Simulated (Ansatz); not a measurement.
# What biaxial strain +2.50 %, plane normal [111], relaxed out of plane does to InAs

Base system: InAs in the zinc blende structure (space group F-43m, No. 216; a = 6.026 Å). Axes: x, y, z lie along the cube axes.

The change: biaxial strain +2.50 %, plane normal [111], relaxed out of plane (Cartesian); in-plane vectors clamped, the third vector and the atoms free.

Calculations: plane-wave PAW DFT at the LDA level (Ansatz, a program for electronic structure, 420 eV), scalar-relativistic without spin-orbit coupling. Γ-centred 10×10×10 mesh, Fermi–Dirac width 0.05 eV.

```tsv
quantity	base	changed	shift
volume per atom	27.35 Å³	28.30 Å³	+0.95 Å³
space group	F-43m (No. 216)	R3m (No. 160)	–
shortest interatomic distance	2.609 Å	2.615 Å	+0.006 Å
energy relative to the base (free energy F)	0 meV/atom	+13 meV/atom	+13 meV/atom
pressure (mean of the normal stresses, compression positive)	0.0 GPa	-1.9 GPa	-1.9 GPa
band gap	zero	zero	–
valley order (the lowest conduction-band minima on the path, energy above the VBM, named in the base's zone)	–	Γ 0.05 eV; L along [111] 0.31 eV; L along [1-1-1] 0.72 eV; X along [001] 1.28 eV	–
out-of-plane strain (rough)	–	-1.53 %	–
mean in-plane stress (compression positive) (rough)	–	-2.8 GPa	–
```

Final structure (turned so that z lies along the plane normal):

```yaml
crystal:
  lattice:
    - [4.36759, 0.00000, 0.00000]
    - [2.18379, 3.78244, 0.00000]
    - [2.18379, -1.26081, 3.42601]
  atoms:
    - { symbol: In, position: [0.00443, 0.99778, 0.99335] }
    - { symbol: As, position: [0.49557, 0.25222, 0.75665] }
```

Without a gap, meshes like the base's 10×10×10 leave anisotropic stresses uncertain by several tenths of a GPa, and small strain energies with them. No phonon test of stability was made. The final runs are not spin-polarised. Gaps under 0.05 eV, about the width of the smearing, are given as zero. A zero or small gap of InAs can be the functional's error rather than a property of the material.
